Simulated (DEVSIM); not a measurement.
System: illuminated Si p-on-n cell, one wavelength, at 300 K.

Layer 1 from the left is Si, thickness (μm) 0.320, Na (cm⁻³) 1e19, τn (s) 8.8e-7, τp (s) 1e-5, absorption coefficient (cm⁻¹) 34000. Layer 2 from the left is Si, thickness (μm) 82.0, Nd (cm⁻³) 2.8e17, τn (s) 2.1e-5, τp (s) 2.1e-5, absorption coefficient (cm⁻¹) 34000.

Left contact: ohmic, minority electron recombination velocity 8e5 cm/s. Right contact: ohmic, minority hole recombination velocity 10 cm/s. Voltage is applied to the left contact. Recombination: SRH at mid-gap, radiative, Auger. Light enters at the left, 4.8e17 photons cm⁻² s⁻¹, one pass, no reflection. Mobility is μmin + (μ − μmin)/(1 + (N/Nref)^α).

The device is made up for the run: typed textbook-type constants, with dimensions and the other settings drawn at random. Values at 300 K.

Si: gap (eV) 1.124, affinity (eV) 4.05, permittivity 11.7, Nc (cm⁻³) 2.86e19, Nv (cm⁻³) 3.1e19, μn (cm²/Vs) 1417, μp (cm²/Vs) 470, μn,min 52, μp,min 45, Nref,n 9.7e16, Nref,p 2.2e17, αn 0.68, αp 0.72, B (cm³/s) 4.7e-15, Cn (cm⁶/s) 2.8e-31, Cp (cm⁶/s) 9.9e-32.

Model (solved in DEVSIM): 1D drift-diffusion, Boltzmann statistics, complete ionisation; no tunnelling, impact ionisation, image-force lowering or self-heating.

Dark forward current:

| |V| (V) | |J| (A/cm²) |
|---|---|
| 0.15 | 4.021e-10 |
| 0.20 | 1.370e-9 |
| 0.25 | 5.493e-9 |
| 0.30 | 2.696e-8 |
| 0.35 | 1.560e-7 |
| 0.40 | 9.952e-7 |
| 0.45 | 6.650e-6 |
| 0.50 | 4.535e-5 |
| 0.55 | 0.0003118 |
| 0.60 | 0.002152 |
| 0.65 | 0.01486 |
| 0.70 | 0.1027 |
| 0.75 | 0.7043 |
| 0.80 | 4.634 |
| 0.85 | 25.57 |
| 0.90 | 103.5 |
| 0.95 | 315.2 |
| 1.00 | 733.6 |
| 1.05 | 1370 |
| 1.10 | 2197 |

### Question
Work out the local ideality factor n = ΔV / (kT/q · ln(J2/J1)) between the rows 0.15 and 0.20 V, 0.65 and 0.70 V, 1.05 and 1.10 V.

### Answer
kT/q = 25.85 mV. From 0.15 to 0.20 V: ln(1.370e-9/4.021e-10) = 1.226, n = 1.58. From 0.65 to 0.70 V: ln(0.1027/0.01486) = 1.933, n = 1.00, near the 1 of diffusion or emission over a barrier. From 1.05 to 1.10 V: ln(2197/1370) = 0.472, n = 4.10.

### Question
What current could the absorbed light give at most, and what share is collected?

### Answer
Σ αd = 280, so qΦ(1 − exp(−Σ αd)) = 76.9 mA/cm². The simulated short-circuit current is 49.92 mA/cm², a share of 0.65.

### Question
Estimate the open-circuit voltage by superposition: the voltage at which the dark current equals that short-circuit current.

### Answer
Interpolating ln J in the table gives 0.681 V. The simulation gives 0.681 V, the same within the digits that matter. Superposition holds where collection doesn't change with voltage.

### Question
Estimate the fill factor from FF0 = (v − ln(v + 0.72))/(v + 1), v = qVoc/(nkT), with n from the dark curve.

### Answer
The rows about Voc, 0.65 and 0.70 V, give n = 1.00, so v = 26.3 and FF0 = 0.843. The simulation gives 0.842, the same within the digits that matter.
